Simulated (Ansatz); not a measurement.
Take CdSe in the wurtzite structure (space group P6_3mc, No. 186; a = 4.2475 Å, c = 6.9410 Å) as the base.

Level of theory: LDA in Ansatz (plane waves to 420 eV, PAW, spin-orbit coupling left out).

Strains are applied to the cell and any free atomic positions relax.

One change was made to it. Results:

| quantity | base | after |
|---|---|---|
| electron mass | 0.047 mₑ (at Γ) | 0.050 mₑ (at Γ) |
| band gap | 0.46 eV | 0.50 eV |
| pressure (mean of the normal stresses, compression positive) | 0.0 kbar | 10.9 kbar |

Task: Which of these changes matches the shifts?
A. isotropic strain −0.60 %
B. isotropic strain −2.40 %
C. isotropic strain −3.00 %
D. isotropic strain −1.20 %

Result: A, isotropic strain −0.60 %. For comparison, the electron mass in the other runs: isotropic strain −1.20 % gives 0.053 mₑ (at Γ); isotropic strain −2.40 % gives 0.058 mₑ (at Γ); isotropic strain −3.00 % gives 0.061 mₑ (at Γ).

Effective masses come from finite differences of ±0.01 Å⁻¹. Whether these cells are dynamically stable was not tested.

Ansatz is an electronic-structure program.
